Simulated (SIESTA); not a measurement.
Converging the SCF threshold: Al (Fm-3m, 1 atom in the cell)

```yaml
crystal:
  lattice:
    - [0.00000, 2.03107, 2.03107]
    - [2.03107, 0.00000, 2.03107]
    - [2.03107, 2.03107, 0.00000]
  atoms:
    - { symbol: Al, position: [0.00000, 0.00000, 0.00000] }
```

Level of theory: GGA PBEsol, numerical atomic orbitals DZP, PseudoDojo PBEsol standard norm-conserving potentials (rewritten from UPF to PSML) run with SIESTA 5.4.2.

Base settings: XC.functional = GGA; XC.authors = PBEsol; potentials = PseudoDojo PBEsol standard; PAO.BasisSize = DZP; PAO.EnergyShift = 0.01 Ry; MeshCutoff = 300 Ry; kgrid.MonkhorstPack = 12 12 12; OccupationFunction = MP; OccupationMPOrder = 0; ElectronicTemperature = 100 meV.

In this ladder: SCF.DM.Tolerance = default; SCF.DM.Converge = false; SCF.H.Converge = false; SCF.FreeE.Converge = true.

The mesh stays at the base's, so the ladder's end is converged at best in this setting alone.

Only quantities that move along the ladder and can be compared are tabulated.

The starting cell has typed, rounded lattice constants, without a prior relaxation at this level. Its lattice was rescaled by up to half a per cent. Values carry the incompleteness of an atom-centred basis.

| SCF.FreeE.Tolerance | free energy less the last step's (meV/atom) | pressure (GPa) |
|---|---|---|
| 1.0E-01 eV | 0.88 | -3.23 |
| 1.0E-02 eV | 0.88 | -3.23 |
| 1.0E-03 eV | 0.88 | -3.23 |
| 1.0E-04 eV | 0.00 | -2.54 |
| 1.0E-05 eV | 0.00 | -2.54 |
| 1.0E-06 eV | 0.00 | -2.54 |
| 1.0E-07 eV | 0.00 | -2.54 |
| 1.0E-08 eV | 0.00 | -2.54 |
| 1.0E-10 eV | 0.00 | -2.54 |
| 1.0E-12 eV | 0.00 | -2.54 |

Coarsest SCF.FreeE.Tolerance that holds the free energy within 0.5 meV/atom of the last step, with all finer ones: 1.0E-04 eV; the step before is off by 0.88 meV/atom.

Coarsest SCF.FreeE.Tolerance that holds the pressure within 0.5 GPa of the last step, with all finer ones: 1.0E-04 eV; the step before is off by 0.69 GPa.

Two neighbours can agree and both be off: 1.0E-01 eV and 1.0E-02 eV differ by 0.00 GPa in the pressure, yet lie about 0.69 GPa from the last step.
